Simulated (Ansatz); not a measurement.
Input:

```yaml
crystal:
  lattice:
    - [4.38276, 0.00000, 0.00000]
    - [-2.19138, 3.79559, 0.00000]
    - [0.00000, 0.00000, 7.15501]
  atoms:
    - { symbol: Cd, position: [0.66667, 0.33333, 0.50007] }
    - { symbol: Cd, position: [0.33333, 0.66667, 0.00007] }
    - { symbol: Se, position: [0.66667, 0.33333, 0.87579] }
    - { symbol: Se, position: [0.33333, 0.66667, 0.37579] }
```

Level of theory: PBE, rigid bands (plane waves, PAW, scalar-relativistic; Ansatz, a program for electronic structure). Condition of this run: functional PBE, cell relaxed with it. How the cell was made: cell and atoms relaxed with PBE.

What conductivity effective mass do dilute electrons have at 300 K?

0.071 (x), 0.071 (y), 0.068 (z) mₑ.

And the band gap?

0.54 eV at this level; semilocal functionals usually fall short of the measured gap.

Rigid bands, one relaxation time for all states, no polarons. Spin-orbit coupling is left out; where it splits the top of the valence band it changes the hole mass and lowers the gap by about a third of the splitting.
